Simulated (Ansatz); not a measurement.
# Pressure series in Ta

Take Ta in the bcc (W type) structure (space group Im-3m, No. 229; a = 3.282 Å) as the base.

Cell and atoms are relaxed at each pressure.

Computed with PBEsol in Ansatz (plane waves to 420 eV, PAW, spin-orbit coupling left out).

Notes on the quantities. enthalpy: H = E + PV relative to the base's energy.

```json
[
 {"change": "base", "density": "17.00 g/cm³", "enthalpy": "–"},
 {"change": "pressure −2 GPa", "density": "16.83 g/cm³", "enthalpy": "-0.22 eV/atom"},
 {"change": "pressure −1 GPa", "density": "16.92 g/cm³", "enthalpy": "-0.11 eV/atom"},
 {"change": "pressure 0.9 GPa", "density": "17.07 g/cm³", "enthalpy": "+0.10 eV/atom"},
 {"change": "pressure 2.1 GPa", "density": "17.17 g/cm³", "enthalpy": "+0.23 eV/atom"},
 {"change": "pressure 4.5 GPa", "density": "17.36 g/cm³", "enthalpy": "+0.49 eV/atom"},
 {"change": "pressure 9 GPa", "density": "17.69 g/cm³", "enthalpy": "+0.97 eV/atom"},
 {"change": "pressure 15 GPa", "density": "18.12 g/cm³", "enthalpy": "+1.60 eV/atom"},
 {"change": "pressure 22.5 GPa", "density": "18.62 g/cm³", "enthalpy": "+2.37 eV/atom"},
 {"change": "pressure 30 GPa", "density": "19.10 g/cm³", "enthalpy": "+3.11 eV/atom"}
]
```

Load acts through the strain it causes; cell and atoms are relaxed under it. Whether these cells are dynamically stable was not tested. No other phases were tried under pressure. All final runs are without spin polarisation.

Ansatz is a quantum-chemistry and plane-wave program.
